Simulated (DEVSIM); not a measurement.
System: Au/SiO2/p-InP capacitor, at 300 K.

```tsv
layer (left to right)	material	thickness (nm)	Na (cm⁻³)
1	SiO2	9.10	-
2	InP	6800	8.5e15
```

Metal gate on the left, work function 5.1 eV. Fixed charge at the semiconductor interface 6.5e11 cm⁻² (in units of +e); no interface traps.

Constants are typed, rounded textbook-type inputs, not results; the design itself was drawn at random and stands for no fabricated device. Values at 300 K.

```csv
parameter,SiO2,InP
gap (eV),9,1.344
affinity (eV),0.9,4.38
permittivity,3.9,12.5
Nc (cm⁻³),-,5.7e17
Nv (cm⁻³),-,1.1e19
```

Model (solved in DEVSIM): 1D Poisson equation in equilibrium, Boltzmann statistics, complete ionisation; no quantum confinement or tunnelling. Metal contacts follow the ideal Schottky-Mott rule: no Fermi-level pinning, no interface dipoles.

Give the band bending (positive: bands bend down) and minority sheet density.


```json
[
 {"Vg (V)": "-1.7", "ψs (V)": "-0.183", "minority carriers (cm⁻²)": "< 1e8"},
 {"Vg (V)": "-1.4", "ψs (V)": "-0.161", "minority carriers (cm⁻²)": "< 1e8"},
 {"Vg (V)": "-1.1", "ψs (V)": "-0.126", "minority carriers (cm⁻²)": "< 1e8"},
 {"Vg (V)": "-0.8", "ψs (V)": "-0.046", "minority carriers (cm⁻²)": "< 1e8"},
 {"Vg (V)": "-0.5", "ψs (V)": "0.160", "minority carriers (cm⁻²)": "< 1e8"},
 {"Vg (V)": "-0.2", "ψs (V)": "0.422", "minority carriers (cm⁻²)": "< 1e8"},
 {"Vg (V)": "0.1", "ψs (V)": "0.695", "minority carriers (cm⁻²)": "< 1e8"},
 {"Vg (V)": "0.4", "ψs (V)": "0.972", "minority carriers (cm⁻²)": "2.3e8"}
]
```
